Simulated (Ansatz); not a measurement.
The reference is Ag in the fcc (Cu type) structure (space group Fm-3m, No. 225; a = 4.148 Å; relaxed with 0.1 eV smearing).

The values are results of Ansatz (an electronic-structure program), PBE, PAW, cutoff 420 eV, scalar-relativistic without spin-orbit coupling, not measurements.

Strains are applied to the cell and any free atomic positions relax.

One change was made to it. Results:

```tsv
quantity	base	after
pressure	0.0 GPa	-4.5 GPa
energy relative to the base (free energy F)	0 meV/atom	+17 meV/atom
```

Question: What was done to the base?
(A) isotropic strain −0.50 %
(B) isotropic strain +2.00 %
(C) isotropic strain +1.50 %
(D) isotropic strain −2.00 %

Answer: B, isotropic strain +2.00 %. For comparison, the energy relative to the base in the other runs: isotropic strain −0.50 % gives +1.2 meV/atom; isotropic strain +1.50 % gives +9.5 meV/atom; isotropic strain −2.00 % gives +20 meV/atom.

Stability against distortions was not tested.
